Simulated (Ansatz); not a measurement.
## Zr2N: tensor shear ε_xy = +0.92 %

The parent structure is Zr$_{2}$N in the anti-rutile structure (space group P4_2/mnm, No. 136; a = 5.368 Å, c = 3.274 Å; a cell from a computed database, its experimental status unchecked). Axes: x, y, z lie along a, b, c of the conventional cell.

It is then changed as follows: a pure shear with ε_xy = ε_yx = 0.0092; the atoms relax in the strained cell.

Calculations: DFT with PBEsol, PAW potentials and a 420 eV plane-wave cutoff in Ansatz (a quantum-chemistry and plane-wave program), spin-orbit coupling left out. Settings: 9×9×14 k-points, 0.05 eV Fermi–Dirac smearing.

Shortest interatomic distance: 2.229 Å (base 2.248 Å)
Energy relative to the base (free energy F): +2.2 meV/atom
Pressure (mean of the normal stresses, compression positive): 0.1 GPa (base 0.0 GPa)
Band gap: zero (base zero)
Stress (xx, yy, zz, yz, xz, xy; compression positive): (0.1, 0.1, 0.0, 0.0, 0.0, -2.4) GPa (rough)

Final structure:

```
CELL_PARAMETERS angstrom
      5.36783     0.04938     0.00000
      0.04938     5.36783     0.00000
      0.00000     0.00000     3.27391
ATOMIC_POSITIONS crystal
  Zr 0.29586 0.29586 0.00000
  Zr 0.70414 0.70414 0.00000
  Zr 0.20368 0.79632 0.50000
  Zr 0.79632 0.20368 0.50000
  N  0.00000 0.00000 0.00000
  N  0.50000 0.50000 0.50000
```

Without a gap, meshes like the base's 9×9×14 leave anisotropic stresses uncertain by several tenths of a GPa, and small strain energies with them. No phonon test of stability was made. All final runs are without spin polarisation.
